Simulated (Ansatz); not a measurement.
**Input and output of a self-consistent single point for BaTiO3 (Amm2, 5 atoms in the cell) (Ansatz, a program for electronic structure)**

Method of the run: LDA (PW92), default PAW files made with PBE (plane waves; Ansatz).

Input:

Ansatz 0.2 input:
```yaml
# BaTiO3
crystal:
  lattice:
    - [4.003247, 0.000000, 0.000000]
    - [0.000000, 2.876908, 2.889717]
    - [0.000000, -2.876908, 2.889717]
  atoms:
    - { symbol: Ba, position: [0.000000, 0.003410, 0.003410] }
    - { symbol: Ti, position: [0.500000, 0.518500, 0.518500] }
    - { symbol: O, position: [0.500000, 0.978430, 0.491350] }
    - { symbol: O, position: [0.500000, 0.491350, 0.978430] }
    - { symbol: O, position: [0.000000, 0.488200, 0.488200] }
basis:
  ecutwfc: 420.0
kpoints:
  mp_grid: { grid: [6, 6, 6] }
hamiltonian:
  xc: lda
  pseudopotentials: { kind: paw }
scf:
  occupations: { method: fixed }
output:
  forces: true
  eigenvalues: true
  stress: true
```

The program printed (abridged):

```
WARN ansatz: RAYON_NUM_THREADS=1 ignored (pool sized by the plan → 1); use --threads N
Pseudopotentials: kind: paw
Pseudopotential: Ba, paw, valence charge 10
Pseudopotential: Ti, paw, valence charge 12
Pseudopotential: O, paw, valence charge 6
Crystal: 5 atoms, lattice volume = 66.562 Å³
Basis set: ecut = 420 eV, 1341 PW (Γ)
Bands: 25, of which v1, the nominal top of the filled ones, is band 20 counted from 1 (19 counted from 0)
Symmetry: 4 space group operations
Space group: Amm2 (ITA 38), of the structure as read, at distance tolerance 4.1e-5 Å
k-points: 52 of 216 (time reversal used)
PAW frozen core: Ba, regenerated for the run's functional, and the local potential with it
PAW frozen core: Ti, regenerated for the run's functional, and the local potential with it
PAW frozen core: O, regenerated for the run's functional, and the local potential with it
Initial density: superposition of atomic densities (neutral atoms: chi_scale 0, normalization atom), corrected by the library's trained network
Initial wavefunctions: pseudopotential atomic-orbital guess
Eigensolver: davidson
Functional: x = slater, c = lda
SCF iter   1: F=—  HF=-9904.367616 eV  |F-HF|=—  |Δ(HF+E_count)|=         —  Δρ=1.93e-2  dr2=2.44e-1  ethr=1.77e-3  ⟨swp⟩=4.4  Hψ=5507  notcnv=0  defer=113
all-band conjugate gradients solve this SCF's bands
preconditioner: auto → Resta (q_TF=auto, 2.506 Å⁻¹)
SCF iter   2: F=—  HF=-9904.334674 eV  |F-HF|=—  |Δ(HF+E_count)|=   3.29e-2  Δρ=1.19e-2  dr2=8.25e-2  ethr=6.09e-4  ⟨swp⟩=2.1  Hψ=2350  notcnv=0  defer=105
SCF iter   3: F=—  HF=-9904.320002 eV  |F-HF|=—  |Δ(HF+E_count)|=   1.47e-2  Δρ=2.87e-3  dr2=3.93e-3  ethr=2.06e-4  ⟨swp⟩=2.4  Hψ=1896  notcnv=0  defer=112
SCF iter   4: F=—  HF=-9904.319021 eV  |F-HF|=—  |Δ(HF+E_count)|=   9.81e-4  Δρ=8.04e-4  dr2=2.94e-4  ethr=9.82e-6  ⟨swp⟩=2.2  Hψ=2368  notcnv=0  defer=152
SCF iter   5: F=—  HF=-9904.318988 eV  |F-HF|=—  |Δ(HF+E_count)|=   3.29e-5  Δρ=3.74e-4  dr2=8.12e-5  ethr=7.35e-7  ⟨swp⟩=2.0  Hψ=1951  notcnv=0  defer=156
SCF iter   6: F=—  HF=-9904.318969 eV  |F-HF|=—  |Δ(HF+E_count)|=   1.85e-5  Δρ=9.37e-5  dr2=5.77e-6  ethr=2.03e-7  ⟨swp⟩=2.1  Hψ=1936  notcnv=0  defer=53
SCF iter   7: F=—  HF=-9904.318970 eV  |F-HF|=—  |Δ(HF+E_count)|=   7.63e-7  Δρ=6.74e-5  dr2=3.38e-6  ethr=1.44e-8  ⟨swp⟩=2.0  Hψ=2165  notcnv=0  defer=56
SCF iter   8: F=—  HF=-9904.318969 eV  |F-HF|=—  |Δ(HF+E_count)|=   5.29e-7  Δρ=2.50e-5  dr2=4.35e-7  ethr=8.45e-9  ⟨swp⟩=2.0  Hψ=1310  notcnv=0  defer=53
SCF iter   9: F=-9904.318969 eV  HF=-9904.318969 eV  |F-HF|=5.49e-9  |Δ(HF+E_count)|=   7.80e-8  Δρ=3.32e-6  dr2=7.06e-9  ethr=2.50e-10  ⟨swp⟩=10.9  Hψ=7492  notcnv=0
SCF 1 converged in 9 iterations: F = -9904.318969 eV  dr2 = 7.06e-9
SCF converged after 9 iterations
Free energy (F): -9904.318969 eV
Harris-Foulkes:  -9904.318969 eV  (|F-HF|=5.49e-9)
Internal energy: -9904.318969 eV  (E = F + TS)
E sigma→0 (E₀):  -9904.318969 eV
Fermi energy:    9.404661 eV
--- Per-component energies (eV) ---
  E_band       = -170.567332
  E_kinetic    = 962.241532
  E_local      = -2166.462144  (includes V_loc(G=0)·N_el)
  E_nonlocal   = 216.076015
  E_hartree    = 836.883490
  E_xc         = -483.824099
  E_vxc        = -540.773192  (∫ρ·V_xc dr)
  E_paw        = -6494.493819  (= ΣΔE_a)
  E_vpaw       = -315.422350  (= ΣTr[D̂ρ^β])
  E_aug_tail   = 0.007472  (compensation charges beyond the density's cutoff)
  E_ewald      = -2775.646648
  E_core_change = 0.899230  (= ΣΔE_core)
  E_smearing   = -0.000000  (= −TS)
  E_closure    = -0.000000  (closes the sum)
  Σ components = -9904.318969   (vs F -9904.318969, Δ=0.00e0)
--- Forces (eV/Å), atoms counted from 1 ---
  atom   1  Ba    -0.00000000     0.00000000     0.08921494
  atom   2  Ti    -0.00000000     0.00000000     0.42512783
  atom   3  O     -0.00000000    -0.22941958    -0.25099661
  atom   4  O     -0.00000000     0.22941958    -0.25099661
  atom   5  O     -0.00000000     0.00000000    -0.01236589
  max |Σ_I F_I| component: 1.64e-5 eV/Å
--- Stress (GPa, compression-positive) ---
      -11.570207       0.000000       0.000000
        0.000000     -11.514468      -0.000000
        0.000000      -0.000000     -11.215580
  P = ⅓ Tr σ = -11.4334 GPa (-114.334 kbar)
  The stress holds the Pulay correction. Without it, at fixed plane waves, as pw.x and ABINIT print it: P = -12.1621 GPa
--- Band table (eV; the first three rows and the last of 52) ---
  k-point 0: bands = ["-46.4036", "-22.9827", "-22.9796", "-22.9301", "-15.3099", "-7.0598", "-6.3859", "-6.3270", "-0.4633", "-0.4621", "-0.4257", "7.1233", "7.1313", "7.1675", "8.0321", "8.0908", "8.2892", "8.9031", "8.9332", "9.0131", "11.4824", [...]
  k-point 1: bands = ["-46.4034", "-22.9919", "-22.9805", "-22.9296", "-15.2863", "-7.0728", "-6.3729", "-6.3193", "-0.4289", "-0.3900", "-0.3589", "6.7075", "7.0610", "7.0991", "7.7558", "7.8823", "8.1296", "8.5371", "8.7843", "8.9248", "11.5850", [...]
  k-point 2: bands = ["-46.4031", "-23.0125", "-22.9797", "-22.9288", "-15.2385", "-7.1704", "-6.3210", "-6.2413", "-0.3588", "-0.3162", "-0.1554", "5.9261", "6.8604", "6.8880", "7.3969", "7.6217", "7.7927", "7.9295", "8.5804", "8.7380", "11.6479", [...]
  k-point 51: bands = ["-46.4014", "-23.0189", "-23.0156", "-22.9762", "-15.0850", "-6.2160", "-6.2039", "-6.0906", "-1.1733", "-1.0915", "-1.0811", "5.0624", "5.7941", "5.8075", "6.9793", "7.0174", "7.0401", "9.2328", "9.3871", "9.4047", "13.5162", [...]
```

The run converged in 9 iterations.

The starting cell comes from a database of computed structures (which also holds hypothetical and non-ambient phases and stackings), without a prior relaxation at this level. Its lattice was rescaled by up to half a per cent. With a pressure of about -11 GPa the cell is away from its equilibrium volume at this level. Ansatz's pressure includes its estimate of the finite-basis (Pulay) stress. Without the estimate this run gives -12.16 GPa.
